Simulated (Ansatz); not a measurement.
The starting structures come from a database of crystals and need not be the phases stable at ambient conditions.

Inside the gap of an insulator the Bloch states are evanescent, with a wavenumber k + iκ along the transport direction.

Here is the system:

```xyz
14
Lattice="6.5210 0.0000 0.0000 0.0000 6.5210 0.0000 3.2605 -3.2605 4.6110" Properties=species:S:1:pos:R:3 pbc="T T T"
Cd     6.5210     3.2605     2.3055
Cd     0.0000     0.0000     0.0000
In     8.1512     0.0000     3.4583
In     3.2605     1.6302     1.1528
In     4.8907     0.0000     3.4583
In     3.2605     4.8907     1.1528
O      3.2605     1.4574     3.3361
O      1.8030     3.2605     1.0306
O      3.2605    -1.4574     3.3361
O      4.7179     3.2605     1.0306
O      4.7179     0.0000     1.2749
O      6.5210    -1.4574     3.5805
O      1.8030     0.0000     1.2749
O      6.5210     1.4574     3.5805
```

Space group of this cell: Fd-3m, spinel. The cell is taken as given; by r2SCAN its mean pressure is -1.0 GPa.

Transport runs along the normal of the first two printed cell vectors, the (001) plane of the conventional cell.

No gap correction and no spin-orbit coupling; mid-gap values are interpolated between computed energies.

Predict the band gap and the smallest decay constant κ at mid-gap from r2SCAN (Ansatz, an electronic-structure program).

Gap 1.54 eV on a 8×8×8 mesh; κ = 0.163 1/Å, at the zone centre.
